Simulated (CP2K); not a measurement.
Band structure of CaCo2Ge2 (I4/mmm, 5 atoms in the cell).

```
CELL_PARAMETERS angstrom
      5.94721     0.00000     0.00000
      3.24453     4.98420     0.00000
     -4.59587    -2.49210     2.83490
ATOMIC_POSITIONS crystal
  Ca 0.00000 0.00000 0.00000
  Co 0.25000 0.75000 0.50000
  Co 0.75000 0.25000 0.50000
  Ge 0.36710 0.36710 0.00000
  Ge 0.63290 0.63290 0.00000
```

Computed with LDA (Pade form), GPW, DZVP-MOLOPT-SR-GTH basis, GTH-PADE potentials (GTH_POTENTIALS) in CP2K 2026.2.

Settings: CUTOFF = 600 Ry; REL_CUTOFF = 60 Ry; SMEAR/METHOD = FERMI_DIRAC; ELECTRONIC_TEMPERATURE = 580.23 K; KPOINTS/SCHEME = MONKHORST-PACK 7 7 7; XC_FUNCTIONAL = PADE; Ca/BASIS_SET = DZVP-MOLOPT-SR-GTH-q10; Ca/POTENTIAL = GTH-PADE-q10; Co/BASIS_SET = DZVP-MOLOPT-SR-GTH-q17; Co/POTENTIAL = GTH-PADE-q17; Ge/BASIS_SET = DZVP-MOLOPT-SR-GTH-q4; Ge/POTENTIAL = GTH-PADE-q4; METHOD = GPW; EPS_DEFAULT = 1e-10.

The starting cell comes from a database of computed structures (which also holds hypothetical and non-ambient phases and stackings), without a prior relaxation at this level. Its lattice was rescaled by a random factor within 2.5 % of one. Spin polarisation is off. Values carry the incompleteness of an atom-centred basis.

Levels in eV from the Fermi level, bands 23 to 28:
| point | 23 | 24 | 25 | 26 | 27 | 28 |
|---|---|---|---|---|---|---|
| Γ | -0.75 | -0.57 | -0.27 | -0.27 | -0.13 | 1.23 |
| X | -1.56 | -0.89 | -0.74 | -0.73 | -0.58 | 0.21 |
| Y | -1.59 | -0.94 | -0.75 | -0.68 | -0.23 | 0.21 |
| S | -1.25 | -1.16 | -1.11 | 0.31 | 0.69 | 0.88 |
| Z | -0.57 | -0.19 | -0.19 | -0.13 | 0.95 | 1.71 |
| S1 | -1.25 | -1.16 | -1.11 | 0.31 | 0.69 | 0.88 |
| N | -1.26 | -1.25 | -0.94 | -0.53 | 0.95 | 1.81 |
| P | -1.62 | -0.77 | -0.77 | -0.74 | -0.73 | 0.29 |
| Y1 | -1.59 | -0.94 | -0.75 | -0.68 | -0.23 | 0.21 |

Bands cross the Fermi level along this path, so the cell is metallic at this level.

Higher empty bands are left out: an atom-centred basis made for the valence describes them poorly.
